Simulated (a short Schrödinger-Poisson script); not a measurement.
Stack: MOS inversion layer, SiO2 on p-type Si(100), at 400 K.

From the gate side: 1.5 nm SiO2; 190 nm Si, acceptors 5e18 cm⁻³.

Constants are typed, rounded textbook-type inputs, not results; the design itself was drawn at random and stands for no fabricated device. SiO2: permittivity 3.9, conduction-band edge (eV) 3.15, gap (eV) 9, electron mass (mₑ) 0.5. Si: permittivity 11.7, conduction-band edge (eV) 0, gap (eV) 1.124, Nv at 300 K (cm⁻³) 3.1e19.

Channel valleys (confinement mass, in-plane density-of-states mass, number): Δ2 0.916, 0.19, 2; Δ4 0.19, 0.417, 4. At the gate the conduction-band edge of layer 1 lies 3.45 eV − eVg above the Fermi level of the channel; the field vanishes at the back. Gaps are held at their typed values at every temperature. Mesh 0.03 nm at interfaces.

From a short Schrödinger-Poisson script (our own, NumPy): 1D Poisson equation in equilibrium, electrons quantum, Hartree (BenDaniel-Duke, 12 states a valley, the channel's in-plane mass for all, wave functions free to enter the dielectric), parabolic valleys, classical holes, full ionisation, no traps, pinning or gate leakage.

```csv
Vg (V),electrons (cm⁻²),C (μF/cm²),Δ2 E0 (meV from the Fermi level),Δ4 E0 (meV from the Fermi level)
0.7,1.04e9,0.530,305.3,396.1
0.75,2.92e9,0.526,269.4,361.5
0.8,8.21e9,0.531,233.5,326.8
0.85,2.29e10,0.558,197.9,292.4
0.9,6.15e10,0.635,163.4,259.1
0.95,1.52e11,0.793,131.8,228.6
1,3.25e11,1.01,104.9,202.9
1.05,5.93e11,1.22,83.5,182.5
1.1,9.40e11,1.39,66.7,166.7
1.15,1.35e12,1.50,53.2,154.2
1.2,1.79e12,1.59,42.2,144.2
1.25,2.27e12,1.65,32.9,135.8
1.3,2.77e12,1.69,24.8,128.6
1.35,3.29e12,1.73,17.6,122.4
1.4,3.82e12,1.76,11.2,116.9
1.45,4.35e12,1.78,5.3,111.9
1.5,4.90e12,1.80,-0.2,107.3
1.55,5.46e12,1.82,-5.2,103.2
```

Gate voltages with under 1e9 electrons/cm² are left out.

Q: At Vg = 1.55 V the lowest Δ2 subband lies at -5.2 meV from the Fermi level. How many electrons does it hold, and what share of all?

A: The two-dimensional density of states is g m/(πħ²) = 1.59e11 cm⁻² meV⁻¹ (both spins), kT = 34.5 meV, so n = D kT ln(1 + exp(−E/kT)) = 4.22e12 cm⁻², 0.77 of the 5.46e12 cm⁻² in all.

Q: Compare the slope of the sheet density between 1.45 and 1.55 V with the geometric capacitance of the layers between gate and channel.

A: q Δn/ΔV = 1.78 μF/cm²; ε0/Σ(t/ε) = 2.30 μF/cm². The ratio is 0.77: the channel acts as a further capacitance in series.
